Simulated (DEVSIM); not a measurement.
System: abrupt Ge p-n junction, at 400 K.

Layer 1 from the left is Ge, thickness (μm) 65.0, Na (cm⁻³) 3.6e18, τn (s) 3.9e-5, τp (s) 3.9e-5. Layer 2 from the left is Ge, thickness (μm) 17.0, Nd (cm⁻³) 3.8e16, τn (s) 3.9e-5, τp (s) 3.9e-5.

Left contact: ohmic. Right contact: ohmic. Voltage is applied to the left contact. Recombination: SRH at mid-gap, radiative. Mobility is μmin + (μ − μmin)/(1 + (N/Nref)^α).

The device is made up for the run: typed textbook-type constants, with dimensions and the other settings drawn at random. Values at 300 K; Nc and Nv go as T^1.5, mobilities as T to minus their exponent, the gap by Varshni's rule with the affinity fixed.

Ge: gap (eV) 0.664, affinity (eV) 4, permittivity 16, Nc (cm⁻³) 1.04e19, Nv (cm⁻³) 6e18, μn (cm²/Vs) 3900, μp (cm²/Vs) 1900, μn,min 150, μp,min 100, Nref,n 2.6e17, Nref,p 4e17, αn 0.56, αp 0.6, T exponent of μn 1.66, T exponent of μp 2.33, B (cm³/s) 6.4e-14, Varshni α (eV/K) 0.000477, Varshni β (K) 235.

Simulated with DEVSIM: 1D drift-diffusion, Boltzmann statistics, complete ionisation; no tunnelling, impact ionisation, image-force lowering or self-heating.

Q: What does the simulation give for the largest field in the device at zero bias, the dark forward voltage at 100 A/cm², the potential step across the device at zero bias, the dark forward voltage at 1 A/cm²?

A: largest field in the device at zero bias 110000 V/cm; dark forward voltage at 100 A/cm² 0.243 V; potential step across the device at zero bias 0.383 V; dark forward voltage at 1 A/cm² 0.074 V.
